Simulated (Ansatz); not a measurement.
Consider SiC in the wurtzite structure (space group P6_3mc, No. 186; a = 3.056 Å, c = 5.016 Å).

The values are results of Ansatz (a first-principles code) LDA, spin-orbit coupling left out, not measurements.

For the base:

| Item | Value |
|---|---|
| Band gap | 2.13 eV |
| Pressure | 0.00 GPa |
| Valence-band top at Γ | 0.00, 0.00, -0.11 eV |

It is then changed as follows: the cell is scaled by 1.0060 in all directions, atoms relaxed at fixed cell.

Q: What does the calculation give for the band gap, pressure, valence-band top at Γ and energy relative to the base after the change?

A: The band gap increases by 0.03 eV (2.13 eV → 2.16 eV); the pressure (mean of the normal stresses, compression positive) goes from zero to -3.99 GPa; the valence-band top at Γ (three highest levels, from the VBM) stays 0.00, 0.00, -0.11 eV; the energy increases by 2.3 meV/atom.

The cells carry an imposed strain or load. No phonon test of stability was made.
